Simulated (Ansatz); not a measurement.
A self-consistent single point of OsSe (Fm-3m, 2 atoms in the cell) with Ansatz (a first-principles code).

Method: revPBE, harder PAW files (source: ansatz) made with PBE (plane waves; Ansatz).

```xyz
2
Lattice="0.0000 2.6569 2.6569 2.6569 0.0000 2.6569 2.6569 2.6569 0.0000" Properties=species:S:1:pos:R:3 pbc="T T T"
Se     0.0000     0.0000     0.0000
Os     2.6569     2.6569     2.6569
```

Reference input (self-consistent single point, DFT, revPBE, plane waves, default PAW files made with PBE): basis.ecutwfc = 420 eV; kpoints.mp_grid.grid = 6 6 6; hamiltonian.xc = revpbe; hamiltonian.pseudopotentials = {kind: paw} (the program's default PAW files); scf.occupations.method = cold; scf.occupations.width = 0.1 eV. This run's input differs from it in these lines:

Ansatz 0.2 input:
```diff
@@ -9,4 +9,2 @@
     - { symbol: Os, position: [0.500000, 0.500000, 0.500000] }
-basis:
-  ecutwfc: 420.0 eV
 kpoints:
@@ -15,3 +13,3 @@
   xc: revpbe
-  pseudopotentials: { kind: paw }
+  pseudopotentials: { kind: paw, source: ansatz }
 scf:
```

Output, abridged:

```
SCF iter   1: F=—  HF=-16951.700404 eV  |F-HF|=—  |Δ(HF+E_count)|=         —  Δρ=9.61e-2  dr2=5.44e0  ethr=3.10e-3  ⟨swp⟩=5.9  Hψ=1470  notcnv=0
all-band conjugate gradients solve this SCF's bands
preconditioner: auto → Kerker (q_TF=auto, 2.657 Å⁻¹)
SCF iter   2: F=—  HF=-16950.652963 eV  |F-HF|=—  |Δ(HF+E_count)|=    1.05e0  S|Δr|=    0.00e0  Δρ=2.76e-2  dr2=1.55e-1  ethr=3.10e-3  ⟨swp⟩=3.4  Hψ=713  notcnv=0
   [... lines left out ...]
SCF iter   6: F=—  HF=-16950.555909 eV  |F-HF|=—  |Δ(HF+E_count)|=   3.78e-5  S|Δr|=    0.00e0  Δρ=1.36e-4  dr2=6.00e-6  ethr=4.64e-7  ⟨swp⟩=2.0  Hψ=547  notcnv=0
SCF iter   7: F=—  HF=-16950.555916 eV  |F-HF|=—  |Δ(HF+E_count)|=   6.94e-6  S|Δr|=    0.00e0  Δρ=4.04e-5  dr2=8.08e-7  ethr=1.87e-8  ⟨swp⟩=2.0  Hψ=432  notcnv=0
SCF iter   8: F=-16950.555917 eV  HF=-16950.555917 eV  |F-HF|=2.91e-10  |Δ(HF+E_count)|=   5.72e-7  S|Δr|=    0.00e0  Δρ=8.39e-6  dr2=2.20e-8  ethr=3.13e-10  ⟨swp⟩=3.2  Hψ=1248  notcnv=0
SCF 1 converged in 8 iterations: F = -16950.555917 eV  dr2 = 2.20e-8
Stability not checked (fill_not_monotonic)
Free energy (F): -16950.555917 eV
Internal energy: -16950.561569 eV  (E = F + TS)
E sigma→0 (E₀):  -16950.557801 eV
Entropy (-TS):   0.005652 eV (2.826 meV/atom)
Fermi energy:    16.211368 eV
--- Forces (eV/Å), atoms counted from 1 ---
  atom   1  Se    -0.00000000     0.00000000     0.00000000
  atom   2  Os     0.00000000    -0.00000000    -0.00000000
--- Stress (GPa, compression-positive) ---
       -9.292372       0.000000       0.000000
       -0.000000      -9.292372       0.000000
        0.000000      -0.000000      -9.292372
  P = ⅓ Tr σ = -9.2924 GPa (-92.924 kbar)
  The stress holds the Pulay correction. Without it, at fixed plane waves, as pw.x and ABINIT print it: P = -9.2994 GPa
```

The run converged in 8 iterations. Against the reference run the pressure hardly changes (-9.36 to -9.29 GPa). The full log also holds: “WARN basis.ecutwfc = 580 eV, the default”.

The starting cell was generated: these elements placed on a structure prototype, without a prior relaxation; it need not be a known phase or ordering of this composition. Its lattice was rescaled by a random factor within 2.5 % of one. Spin polarisation is off. With a pressure of about -9 GPa the cell is away from its equilibrium volume at this level. Ansatz's pressure includes its estimate of the finite-basis (Pulay) stress.
